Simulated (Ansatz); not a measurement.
The starting structures come from a database of crystals and need not be the phases stable at ambient conditions.

Inside the gap of an insulator the Bloch states are evanescent, with a wavenumber k + iκ along the transport direction.

Consider the following.

```yaml
crystal:
  lattice:
    - [3.65555, 0.00000, 0.00000]
    - [0.00000, 16.22993, 0.00000]
    - [-0.81195, -8.11496, 4.02429]
  atoms:
    - { symbol: Ca, position: [0.32930, 0.54100, 0.44420] }
    - { symbol: Ca, position: [0.32930, 0.90320, 0.44420] }
    - { symbol: Ca, position: [0.66620, 0.46400, 0.69960] }
    - { symbol: Ca, position: [0.66620, 0.23560, 0.69960] }
    - { symbol: La, position: [0.99900, 0.99560, 0.99120] }
    - { symbol: B, position: [0.91110, 0.23480, 0.07720] }
    - { symbol: B, position: [0.91110, 0.84240, 0.07720] }
    - { symbol: B, position: [0.29020, 0.61010, 0.22020] }
    - { symbol: O, position: [0.72700, 0.29990, 0.05740] }
    - { symbol: O, position: [0.72700, 0.75750, 0.05740] }
    - { symbol: O, position: [0.90380, 0.74850, 0.79340] }
    - { symbol: O, position: [0.90380, 0.04490, 0.79340] }
    - { symbol: O, position: [0.10850, 0.02250, 0.38380] }
    - { symbol: O, position: [0.10850, 0.36130, 0.38380] }
    - { symbol: O, position: [0.58210, 0.17370, 0.34740] }
    - { symbol: O, position: [0.24290, 0.45080, 0.05060] }
    - { symbol: O, position: [0.24290, 0.59980, 0.05060] }
    - { symbol: O, position: [0.38550, 0.78320, 0.56640] }
```

Space group of this cell: Cm. The cell is taken as given; by r2SCAN its mean pressure is -3.3 GPa.

Transport runs along the normal of the first two printed cell vectors.

No gap correction and no spin-orbit coupling; mid-gap values are interpolated between computed energies.

Problem. Compute, with r2SCAN (Ansatz, a first-principles code), the band gap and the smallest decay constant κ at mid-gap.

Solution. Gap 4.84 eV on a 8×8×8 mesh; κ = 0.442 1/Å, at the zone centre.
